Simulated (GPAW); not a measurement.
GPAW run on TiCo (Pm-3m, 2 atoms in the cell): self-consistent single point.

Method: LDA (Perdew-Wang 92), GPAW PAW datasets LDA (gpaw-data 1.0.1) (plane waves; GPAW).

```yaml
crystal:
  lattice:
    - [2.96309, 0.00000, 0.00000]
    - [0.00000, 2.96309, 0.00000]
    - [0.00000, 0.00000, 2.96309]
  atoms:
    - { symbol: Ti, position: [0.00000, 0.00000, 0.00000] }
    - { symbol: Co, position: [0.50000, 0.50000, 0.50000] }
```

Reference input (self-consistent single point, DFT PBE, plane waves, GPAW PAW datasets PBE (gpaw-data 1.0.1)): mode = pw; ecut = 800 eV; xc = PBE; kpts = 9 9 9; mesh shift (steps) = 0 0 0; occupations.name = fermi-dirac; occupations.width = 0.136 eV; nbands = -8; convergence.density = 1e-05 e/electron; convergence.energy = 1e-05 eV/electron; symmetry.symmorphic = false; symmetry.tolerance = 0.0005. This run's input differs from it in these lines:

```diff
@@ -13,3 +13,3 @@
 calc = GPAW(mode=PW(800),
-            xc='PBE',
+            xc='LDA',
             kpts=(9, 9, 9),
```

Its files differ too (potentials: GPAW PAW datasets LDA (gpaw-data 1.0.1)).

Output, abridged:

```
     iter     time        total  log10-change:
                         energy   eigst   dens
iter:   1 --:--:--   -19.052468
iter:   2 --:--:--   -18.254824   -0.70  -1.26
iter:   3 --:--:--   -18.019557   -1.60  -1.36
iter:   4 --:--:--   -17.955003   -1.28  -1.45
iter:   5 --:--:--   -18.529431   -0.69  -1.58
   [... 5 lines left out ...]
iter:  11 --:--:--   -17.781999   -4.20  -3.13
iter:  12 --:--:--   -17.781853   -5.73  -2.87
iter:  13 --:--:--   -17.781575   -4.75  -2.88
iter:  14 --:--:--   -17.781392   -3.91  -2.94
iter:  15 --:--:--   -17.781379c  -5.18  -3.83
iter:  16 --:--:--   -17.781466c  -4.86  -3.81
iter:  17 --:--:--   -17.781412c  -5.83  -3.59
iter:  18 --:--:--   -17.781402c  -5.91  -3.84
iter:  19 --:--:--   -17.781403c  -7.66c -4.04
iter:  20 --:--:--   -17.781390c  -5.83  -3.99
iter:  21 --:--:--   -17.781394c  -7.21  -4.29
iter:  22 --:--:--   -17.781407c  -6.08  -4.43
iter:  23 --:--:--   -17.781396c  -6.42  -4.21
iter:  24 --:--:--   -17.781397c  -8.17c -4.75
iter:  25 --:--:--   -17.781397c  -9.24c -4.80
iter:  26 --:--:--   -17.781396c  -7.64c -4.84
iter:  27 --:--:--   -17.781397c  -7.44c -4.87
iter:  28 --:--:--   -17.781397c  -8.64c -4.97
iter:  29 --:--:--   -17.781396c  -8.46c -5.20c
Converged after 29 iterations.

Dipole moment: (-0.000000, -0.000000, 0.000000) |e|*Ang

Energy contributions relative to reference atoms: (reference = -61012.215763)

Kinetic:        +13.828464
Potential:      -12.681304
External:        +0.000000
XC:             -18.812138
Entropy (-ST):   -0.158214
Local:           -0.037311
SIC:             +0.000000
--------------------------
Free energy:    -17.860503
Extrapolated:   -17.781396

Showing only first 2 kpts
 Kpt  Band  Eigenvalues  Occupancy
  0     8      8.65021    1.99995
  0     9      8.65021    1.99995
  0    10     10.92222    0.00461
  0    11     10.92222    0.00461

  1     8      8.63387    1.99996
  1     9      8.69616    1.99993
  1    10     10.79244    0.01193
  1    11     10.97040    0.00324

Fermi level: 10.09673

No gap
No difference between direct/indirect transitions
Energy (eV): -17.781396

Forces in eV/Ang:
  0 Ti   -0.00000    0.00000    0.00000
  1 Co    0.00000   -0.00000    0.00000

Stress tensor:
     0.067324     0.000000     0.000000
     0.000000     0.067324     0.000000
     0.000000     0.000000     0.067324
Stress (GPa, Voigt): [10.7865 10.7865 10.7865  0.      0.      0.    ]
```

The run converged in 29 iterations. GPAW prints stress with tension positive. Against the reference run the pressure goes from 2.43 to -10.79 GPa.

The starting cell has typed, rounded lattice constants, without a prior relaxation at this level. Its lattice was rescaled by a random factor within 2.5 % of one. Spin polarisation is off. With a pressure of about -11 GPa the cell is away from its equilibrium volume at this level.
